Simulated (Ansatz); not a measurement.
The parent structure is Sr in the hcp (Mg type) structure (space group P6_3/mmc, No. 194; relaxed with 0.1 eV smearing).

```xyz
2
Lattice="4.1951 0.0000 0.0000 -2.0976 3.6331 0.0000 0.0000 0.0000 6.8766" Properties=species:S:1:pos:R:3 pbc="T T T"
Sr     0.0000     2.4221     1.7191
Sr     2.0976     1.2110     5.1574
```

Cartesian axes are those of the cell as printed.

Computed with plane-wave PAW DFT at the PBEsol level (Ansatz, a program for electronic structure, 420 eV), no spin-orbit coupling.

Base values:

```
Property           Result
---------------  --------
Volume per atom  52.40 Å³
Band gap             zero
```

Perturbation: tensile biaxial strain of 1.20 % in the plane normal to [001], as in epitaxy on a mismatched substrate; the out-of-plane cell vector and the atoms relax.

Q: Estimate the effect on the volume per atom.

A: The volume per atom goes up by 1.06 Å³, from 52.40 Å³ to 53.46 Å³.

Q: Estimate the effect on the band gap.

A: The band gap is still zero.

Q: Predict the new in-plane stress.

A: The mean in-plane stress (compression positive) amounts to -0.3 GPa.

Whether these cells are dynamically stable was not tested. This is not the structure that Sr has at room temperature and ambient pressure.
